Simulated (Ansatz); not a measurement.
Pressure series in Bi2Te3

Take Bi₂Te₃ in the Bi2Te3 type structure (space group R-3m, No. 166; a = 4.315 Å, c = 29.619 Å (hexagonal axes)) as the base.

Cell and atoms are relaxed at each pressure.

Method: PBEsol-D3(BJ) (Ansatz, a quantum-chemistry and plane-wave program, PAW, without spin-orbit coupling).

Candidates:
(a) pressure 3 GPa
(b) pressure 1.5 GPa
(c) pressure 0.7 GPa

For the base:

The width of the top valence band is 1.91 eV.

Q: Order them by width of the top valence band, lowest first.

A: (c) pressure 0.7 GPa (2.00 eV), (b) pressure 1.5 GPa (2.08 eV), (a) pressure 3 GPa (2.24 eV)

Spin-orbit coupling, missing from the scalar runs, can matter with Bi and Te. The levels and masses belong to the bands next to the band gap. Load acts through the strain it causes; cell and atoms are relaxed under it. No phonon test of stability was made.
